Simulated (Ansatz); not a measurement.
Band structure of CdSe (F-43m, 2 atoms in the cell).

```
CdSe
1.0
    0.00000     3.02500     3.02500
    3.02500     0.00000     3.02500
    3.02500     3.02500     0.00000
Cd Se
1 1
Direct
  0.00000   0.00000   0.00000
  0.25000   0.25000   0.25000
```

Method: PBE (plane waves, PAW; Ansatz, an electronic-structure program).

Settings: kpoints.mp_grid.grid = 9 9 9; hamiltonian.xc = pbe; hamiltonian.pseudopotentials = {kind: paw} (the program's default PAW files); scf.occupations.method = fermi_dirac; scf.occupations.width = 0.05 eV; kpoints.band_path.npoints = 8.

The starting cell has typed, rounded lattice constants, without a prior relaxation at this level.

Question: Predict the gap along the standard path and the places of the band edges.

Answer: The gap along the path is 0.64 eV, direct at Γ to within 0.01 eV.

Levels in eV from the top of the valence band on the path, bands 15 to 21:
```tsv
point	15	16	17	18	19	20	21
Γ	-7.59	0.00	0.00	0.00	0.64	5.94	5.94
X	-7.22	-4.15	-1.90	-1.90	3.12	3.79	9.16
W	-7.08	-4.05	-2.29	-2.27	5.11	5.22	6.51
K	-7.12	-4.09	-2.59	-1.56	3.72	5.19	8.30
L	-7.28	-4.48	-0.77	-0.77	2.42	6.46	6.46
U	-7.12	-4.09	-2.59	-1.56	3.72	5.19	8.30
```

Keys are those of Ansatz 0.2.
